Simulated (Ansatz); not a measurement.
The starting structures come from a database of crystals and need not be the phases stable at ambient conditions.

By PBEsol, the system below comes out a metal.

The ballistic (Sharvin) conductance counts the channels at the Fermi level: G/A = (e²/h) × channels of both spins per area.

Consider the following.

```xyz
2
Lattice="3.0374 0.0000 0.0000 0.0000 3.7998 0.0000 0.0000 1.8999 1.9532" Properties=species:S:1:pos:R:3 pbc="T T T"
Al     0.0000     0.0000     0.0000
Ni     1.5187     1.8999     0.0000
```

Space group of this cell: Cmmm. The cell is strained (lengths across the current scaled by 0.98, ions clamped); by PBEsol its mean pressure is 8.0 GPa.

The current flows along the normal of the first two printed cell vectors. No spin-orbit coupling; the value is a mean over 0.1 eV about the Fermi level.

### Question
Compute, with Ansatz (a program for electronic structure) with PBEsol, the ballistic conductance per area.

### Answer
1.1 × 10¹⁵ S/m² for both spins.
